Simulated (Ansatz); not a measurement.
## A computed series for MoSi2: response to strain

Start from MoSi2 (space group I4/mmm, No. 139; a = 3.202 Å, c = 7.819 Å). Axes: x, y, z lie along a, b, c of the conventional cell.

Strains are applied to the cell and any free atomic positions relax; under biaxial strain the out-of-plane vector relaxes too.

All numbers come from Kohn–Sham DFT with the r2SCAN functional, run in Ansatz (a first-principles code) with PAW and 500 eV plane waves, no spin-orbit coupling, earlier PAW set.

Candidates:
(a) tensor shear ε_yz = +0.98 %
(b) isotropic strain −4.70 %
(c) biaxial strain +1.48 %, plane normal [001], relaxed out of plane

Notes on the quantities. energy relative to the base: free energy F.

Task: Order them by energy relative to the base, highest first.

Result: (b) isotropic strain −4.70 % (+0.215 eV/atom), (c) biaxial strain +1.48 %, plane normal [001], relaxed out of plane (+8.8 meV/atom), (a) tensor shear ε_yz = +0.98 % (+3.4 meV/atom)

A case with no gap was solved on a k-mesh chosen for an insulator, which is coarse for it. Without a gap, meshes like the base's 14×14×14 leave anisotropic stresses uncertain by several tenths of a GPa, and small strain energies with them. No phonon test of stability was made. All final runs are without spin polarisation.
